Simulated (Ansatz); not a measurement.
Ge_Al in corundum (start: the Al site; 120-site cell, 2×2×2 Γ-centred sampling). All values below come from PBE, PAW (plane waves to 420 eV; Ansatz, a program for electronic structure). Total energies of the localised charge states, counted from that of charge +1, and their image corrections (point charge with alignment); the host's valence-band maximum lies at 7.358 eV on the cells' energy zero and its gap is 5.85 eV.

```json
[
 {"charge": "+1", "moment (μB)": "not spin-polarised", "E − E(first) (eV)": "0.000", "correction (eV)": "0.262"},
 {"charge": "0", "moment (μB)": "1.0", "E − E(first) (eV)": "11.879", "correction (eV)": "0.000"},
 {"charge": "−1", "moment (μB)": "not spin-polarised", "E − E(first) (eV)": "23.029", "correction (eV)": "0.088"}
]
```

Q: Derive the transition levels above the valence-band maximum and say which of them are thermodynamic.

A: A level is the Fermi energy at which two charges have equal formation energy: ε(q/q′) = [E(q′) + corr(q′) − E(q) − corr(q)] / (q − q′) − E_VBM.
ε(+1/0) = [(11.879 + 0.000) − (0.000 + 0.262)] / 1 − 7.358 = 4.26 eV
ε(0/−1) = [(23.029 + 0.088) − (11.879 + 0.000)] / 1 − 7.358 = 3.88 eV
Charge 0 lies above the lower envelope where its neighbours cross, so the level that counts is ε(+1/−1) = [(23.029 + 0.088) − (0.000 + 0.262)] / 2 − 7.358 = 4.07 eV.
Thermodynamic levels at least 0.1 eV inside the gap: (+1/−1) at 4.07 eV. They hold to tenths of an eV in this cell. Only the charges listed were compared. Flagged in the runs: a host whose relaxation on this sampling wasn't shown to rest, a strain field that reaches the edge of the cell.
